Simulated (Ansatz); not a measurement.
Take Fe2O3 in the corundum structure (space group R-3c, No. 167; ferromagnetic) as the base.

```yaml
crystal:
  lattice:
    - [2.38616, 1.37765, 4.43686]
    - [-2.38616, 1.37765, 4.43686]
    - [0.00000, -2.75530, 4.43686]
  atoms:
    - { symbol: Fe, position: [0.34551, 0.34551, 0.34551] }
    - { symbol: Fe, position: [0.15449, 0.15449, 0.15449] }
    - { symbol: Fe, position: [0.65449, 0.65449, 0.65449] }
    - { symbol: Fe, position: [0.84551, 0.84551, 0.84551] }
    - { symbol: O, position: [0.56314, 0.93686, 0.25000] }
    - { symbol: O, position: [0.25000, 0.56314, 0.93686] }
    - { symbol: O, position: [0.93686, 0.25000, 0.56314] }
    - { symbol: O, position: [0.43686, 0.06314, 0.75000] }
    - { symbol: O, position: [0.75000, 0.43686, 0.06314] }
    - { symbol: O, position: [0.06314, 0.75000, 0.43686] }
```

Cartesian axes are those of the cell as printed.

All numbers come from Kohn–Sham DFT with the PBE functional, run in Ansatz (a quantum-chemistry and plane-wave program) with PAW and 420 eV plane waves, no spin-orbit coupling.

Base values:

The magnetic state is ferromagnetic and the volume per atom comes out as 8.75 Å³.

One thing is altered: uniaxial stress, 8 GPa compression along z, with the cell and atoms free to relax against it.

Estimate the effect on the magnetic state, energy relative to the base and volume per atom.

The magnetic state remains ferromagnetic; the energy increases by 7.9 meV/atom; the volume per atom decreases by 0.09 Å³ to 8.66 Å³.

Load acts through the strain it causes; cell and atoms are relaxed under it. Stability under load was not tested beyond the relaxation. No Hubbard U is applied and the magnetic state is the run's own (Fe2O3 ferromagnetic); other magnetic orders, which need larger cells, were not tried and can change the gap. In its common phase, real Fe2O3 is an antiferromagnetic insulator at low temperature.
